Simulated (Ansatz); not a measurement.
Base system: SiC in the wurtzite structure (space group P6_3mc, No. 186).

```yaml
crystal:
  lattice:
    - [3.07595, 0.00000, 0.00000]
    - [-1.53798, 2.66385, 0.00000]
    - [0.00000, 0.00000, 5.04778]
  atoms:
    - { symbol: Si, position: [0.33333, 0.66667, 0.99959] }
    - { symbol: Si, position: [0.66667, 0.33333, 0.49959] }
    - { symbol: C, position: [0.33333, 0.66667, 0.37541] }
    - { symbol: C, position: [0.66667, 0.33333, 0.87541] }
```

Cartesian axes are those of the cell as printed.

Calculations: PBEsol, PAW, 420 eV (Ansatz, an electronic-structure program; no spin-orbit coupling).

Strains are applied to the cell and any free atomic positions relax; under biaxial strain the out-of-plane vector relaxes too.

One change was made to it. Results:

The band gap goes up by 0.144 eV (2.12 eV → 2.27 eV); the gap character is still indirect, Γ → K.

Problem. Which of these changes matches the shifts?
A) biaxial strain +0.60 %, plane normal [001], relaxed out of plane
B) biaxial strain +2.40 %, plane normal [001], relaxed out of plane
C) biaxial strain +3.00 %, plane normal [001], relaxed out of plane

Solution. B, biaxial strain +2.40 %, plane normal [001], relaxed out of plane. For comparison, the band gap in the other runs: biaxial strain +0.60 %, plane normal [001], relaxed out of plane gives 2.20 eV; biaxial strain +3.00 %, plane normal [001], relaxed out of plane gives 2.20 eV.

Gaps are read on the SCF mesh and a high-symmetry path. No phonon test of stability was made.
